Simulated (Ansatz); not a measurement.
GeSe₂ (I-42d, No. 122, 6 atoms in the cell; start mp-10074) was calculated with LDA in Ansatz (plane waves, PAW).

Numerical settings: plane-wave cutoff 500 eV, 10×10×10 k mesh, gaussian smearing 0.02 eV, scalar-relativistic PAW data made under PBE.

Cell (relaxed at this level):

GeSe₂ is taken in the tetragonal space group I-42d (No. 122), Pearson symbol tI12. Lattice parameters: a = 5.531 Å, b = 5.531 Å, c = 9.863 Å, α = 90.00°, β = 90.00°, γ = 90.00°. Ge on 4a is surrounded by 4 Se at 2.362 Å (tetrahedral). Se on 8d sees 2 Ge at 2.362 Å (bent). (Neighbours: up to the widest gap in distance over summed covalent radii, below 1.35, at either atom.)
(The calculation used a cell of 6 atoms; values per cell refer to that cell.)

Question: What does this level give for the band gap?

Answer: 
- band gap = 1.03 eV (on the SCF k mesh)

Note: the relaxation could not lower the start's symmetry, so the cell can be a saddle point above a distorted one.

Spin–orbit coupling is not included.

A start named mp-… is a Materials Project structure, which need not be a measured phase.

Ansatz is an electronic-structure program.
